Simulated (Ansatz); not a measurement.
Start from WC (space group P-6m2, No. 187; relaxed with 0.1 eV smearing).

```
CELL_PARAMETERS angstrom
      2.92246     0.00000     0.00000
     -1.46123     2.53092     0.00000
      0.00000     0.00000     2.84619
ATOMIC_POSITIONS crystal
  W  0.00000 0.00000 0.00000
  C  0.33333 0.66667 0.50000
```

Cartesian axes are those of the cell as printed.

All numbers come from PBE in Ansatz (plane waves to 420 eV, PAW, spin-orbit coupling left out).

For the base:

- Pressure = 0.0 GPa

Now apply this change: compressive biaxial strain of 1.00 % in the plane normal to [001], as in epitaxy on a mismatched substrate; the out-of-plane cell vector and the atoms relax.

Problem. What happens to the out-of-plane strain and pressure?

Solution. The out-of-plane strain is +0.37 %; the pressure (mean of the normal stresses, compression positive) goes from zero to 6.0 GPa.

No phonon test of stability was made. All final runs are without spin polarisation.

Ansatz is an electronic-structure program.
